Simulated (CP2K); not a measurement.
Several settings converged on NiAl (P4mm, 2 atoms in the cell)

```xyz
2
Lattice="2.8813 0.0000 0.0000 0.0000 2.8813 0.0000 0.0000 0.0000 2.8813" Properties=species:S:1:pos:R:3 pbc="T T T"
Al     1.4407     1.4407     1.4907
Ni     0.0000     0.0000     0.0000
```

Base method: LDA (Pade form), GPW, TZVP-MOLOPT-SR-GTH basis, GTH-PADE potentials (GTH_POTENTIALS) run with CP2K.

Base settings: CUTOFF = 600 Ry; REL_CUTOFF = 50 Ry; SMEAR/METHOD = FERMI_DIRAC; ELECTRONIC_TEMPERATURE = 1160.45 K; KPOINTS/SCHEME = MONKHORST-PACK 5 5 5; XC_FUNCTIONAL = PADE; Al/BASIS_SET = TZVP-MOLOPT-SR-GTH; Al/POTENTIAL = GTH-PADE-q3; Ni/BASIS_SET = TZVP-MOLOPT-SR-GTH; Ni/POTENTIAL = GTH-PADE-q18.

**The k-point mesh**

Moved along: GAMMA_CENTERED.

Only quantities that move along the ladder and can be compared are tabulated.

```csv
KPOINTS/SCHEME,free energy less the last step's (meV/atom),pressure (GPa),largest difference of a force vector from the last step's (eV/Å)
MONKHORST-PACK 2 2 2,-22.86,-7.36,0.078
MONKHORST-PACK 3 3 3,64.28,-9.62,0.017
MONKHORST-PACK 4 4 4,-19.87,-10.94,0.008
MONKHORST-PACK 5 5 5,10.93,-9.40,0.001
MONKHORST-PACK 7 7 7,-5.92,-10.06,0.001
MONKHORST-PACK 8 8 8,-0.56,-9.85,0.002
MONKHORST-PACK 10 10 10,-1.62,-10.03,0.000
MONKHORST-PACK 12 12 12,0.00,-9.92,0.000
```

Coarsest KPOINTS/SCHEME that holds the free energy within 5 meV/atom of the last step, with all finer ones: MONKHORST-PACK 8 8 8; the step before is off by 5.9 meV/atom.

Coarsest KPOINTS/SCHEME that holds the forces within 0.01 eV/Å of the last step, with all finer ones: MONKHORST-PACK 4 4 4; the step before is off by 0.017 eV/Å.

Coarsest KPOINTS/SCHEME that holds the pressure within 0.2 GPa: not settled: the last two steps still differ by 0.11 GPa, over half the tolerance, so the ladder does not show it.

**The k-point mesh at a smearing width of 0.02 eV**

In this ladder: ELECTRONIC_TEMPERATURE = 232.09 K. Moved along: GAMMA_CENTERED.

Only quantities that move along the ladder and can be compared are tabulated.

```tsv
KPOINTS/SCHEME	free energy less the last step's (meV/atom)	pressure (GPa)	largest difference of a force vector from the last step's (eV/Å)
MONKHORST-PACK 4 4 4	-14.37	-10.87	0.009
MONKHORST-PACK 5 5 5	22.43	-9.20	0.002
MONKHORST-PACK 6 6 6	16.54	-9.81	0.002
MONKHORST-PACK 7 7 7	-4.28	-10.03	0.001
MONKHORST-PACK 9 9 9	4.18	-10.17	0.001
MONKHORST-PACK 10 10 10	0.00	-10.18	0.000
```

Coarsest KPOINTS/SCHEME that holds the forces within 0.005 eV/Å of the last step, with all finer ones: MONKHORST-PACK 5 5 5; the step before is off by 0.009 eV/Å.

Coarsest KPOINTS/SCHEME that holds the free energy within 5 meV/atom: not settled: the last two steps still differ by 4.2 meV/atom, over half the tolerance, so the ladder does not show it.

Coarsest KPOINTS/SCHEME that holds the pressure within 0.05 GPa of the last step, with all finer ones: MONKHORST-PACK 9 9 9; the step before is off by 0.15 GPa.

**The k-point mesh at a smearing width of 0.3 eV**

In this ladder: ELECTRONIC_TEMPERATURE = 3481.36 K. Moved along: GAMMA_CENTERED.

Only quantities that move along the ladder and can be compared are tabulated.

```csv
KPOINTS/SCHEME,free energy less the last step's (meV/atom),pressure (GPa),largest difference of a force vector from the last step's (eV/Å)
MONKHORST-PACK 4 4 4,-3.45,-10.41,0.008
MONKHORST-PACK 5 5 5,-8.50,-9.08,0.002
MONKHORST-PACK 6 6 6,5.40,-8.94,0.001
MONKHORST-PACK 7 7 7,0.71,-9.31,0.001
MONKHORST-PACK 9 9 9,-0.15,-9.19,0.000
MONKHORST-PACK 10 10 10,0.00,-9.22,0.000
```

Coarsest KPOINTS/SCHEME that holds the forces within 0.005 eV/Å of the last step, with all finer ones: MONKHORST-PACK 5 5 5; the step before is off by 0.008 eV/Å.

Coarsest KPOINTS/SCHEME that holds the pressure within 0.2 GPa of the last step, with all finer ones: MONKHORST-PACK 7 7 7; the step before is off by 0.28 GPa.

Coarsest KPOINTS/SCHEME that holds the free energy within 1 meV/atom of the last step, with all finer ones: MONKHORST-PACK 7 7 7; the step before is off by 5.4 meV/atom.

On the base run: the starting cell has typed, rounded lattice constants, without a prior relaxation at this level. Its lattice was rescaled by up to half a per cent. One atom was moved a little off its site on purpose. Spin polarisation is off. Values carry the incompleteness of an atom-centred basis. In the base run, with a pressure of about -9 GPa the cell is away from its equilibrium volume at this level. Without a gap this mesh is coarse (it stands for a supercell whose shortest vector is 14 Å).
